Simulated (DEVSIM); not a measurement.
System: abrupt InP p-n junction, at 400 K.

```csv
layer (left to right),material,thickness (μm),Nd (cm⁻³),Na (cm⁻³),τn (s),τp (s)
1,InP,6.10,-,1.6e17,1.5e-9,1.5e-9
2,InP,0.820,8.8e16,-,1.5e-9,1.5e-9
```

Left contact: ohmic. Right contact: ohmic. Voltage is applied to the left contact. Recombination: SRH at mid-gap, radiative. Mobility is μmin + (μ − μmin)/(1 + (N/Nref)^α).

Constants are typed, rounded textbook-type inputs, not results; the design itself was drawn at random and stands for no fabricated device. Values at 300 K; Nc and Nv go as T^1.5, mobilities as T to minus their exponent, the gap by Varshni's rule with the affinity fixed.

```csv
parameter,InP
gap (eV),1.344
affinity (eV),4.38
permittivity,12.5
Nc (cm⁻³),5.7e17
Nv (cm⁻³),1.1e19
μn (cm²/Vs),5200
μp (cm²/Vs),170
"μn,min",400
"μp,min",10
"Nref,n",3e17
"Nref,p",4.9e17
αn,0.47
αp,0.62
T exponent of μn,2
T exponent of μp,2
B (cm³/s),1.2e-10
Varshni α (eV/K),0.000363
Varshni β (K),162
```

DEVSIM, 1D drift-diffusion, Boltzmann statistics, complete ionisation; no tunnelling, impact ionisation, image-force lowering or self-heating.

**Question.** Tabulate band edges, carrier densities and field at 1.0 V on the left contact.

**Answer.** Energies count from the Fermi level of the right contact; mesh points crowd at the junctions.

```tsv
x (μm)	Ec (eV)	Ev (eV)	n (cm⁻³)	p (cm⁻³)	field (V/cm)
0.000	0.151	-1.161	2800	1.6e17	84
0.02397	0.151	-1.161	1.2e13	1.6e17	84
0.07168	0.151	-1.160	3.5e13	1.6e17	84
0.1666	0.152	-1.159	8.1e13	1.6e17	84
0.4410	0.154	-1.157	2.1e14	1.6e17	84
0.9017	0.158	-1.153	4.1e14	1.6e17	83
1.819	0.166	-1.146	7.8e14	1.6e17	79
3.989	0.181	-1.130	1.7e15	1.6e17	62
5.051	0.187	-1.124	2.4e15	1.6e17	49
5.585	0.189	-1.122	2.9e15	1.6e17	40
5.854	0.190	-1.121	3.1e15	1.6e17	35
6.013	0.191	-1.120	3.3e15	1.6e17	≈ 0
6.068	0.187	-1.125	3.8e15	1.4e17	-3700
6.096	0.152	-1.159	1.0e16	5.3e16	-28000
6.127	0.090	-1.222	6.4e16	8.4e15	-8000
6.176	0.077	-1.234	9.2e16	5.4e15	-350
6.263	0.077	-1.234	9.2e16	4.5e15	37
6.436	0.078	-1.234	9.1e16	3.1e15	34
6.727	0.079	-1.233	8.9e16	1.1e15	29
6.832	0.079	-1.232	8.9e16	5.2e14	29
6.886	0.079	-1.232	8.8e16	2.0e14	29
6.920	0.079	-1.232	8.8e16	5100	29
```
